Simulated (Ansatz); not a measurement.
We consider LaBr3 (P6₃/m, No. 176), described by rVV10 in Ansatz (plane waves, PAW).

Run with plane-wave cutoff 520 eV, 6×6×8 k mesh (along the axes of the cell as run), Fermi–Dirac smearing 0.01 eV, scalar-relativistic PAW data made under PBE.

On both sides of the equilibrium volume: at 31.001 Å³/atom the pressure is 0.66 GPa and the direct gap at Γ 3.040 eV; at 32.267 Å³/atom they are -0.58 GPa and 2.975 eV. The fitted bulk modulus is 30.9 GPa.

Task: Work out the volume deformation potential of this gap and its pressure coefficient, in two ways.

Result: a_V = dE_g/d ln V = (2.975 − 3.040)/ln(32.267/31.001) = -1.62 eV. Since dP = −B d ln V, dE_g/dP = −a_V/B = 52 meV/GPa. Straight from the pressures: (3.040 − 2.975)/(0.66 − (-0.58)) = 52 meV/GPa. At this level and over this range the gap at Γ widens under pressure.

Spin–orbit coupling is not included.

Note: the bulk modulus comes from volumes at which shape and atoms were relaxed.

Ansatz is a first-principles code.
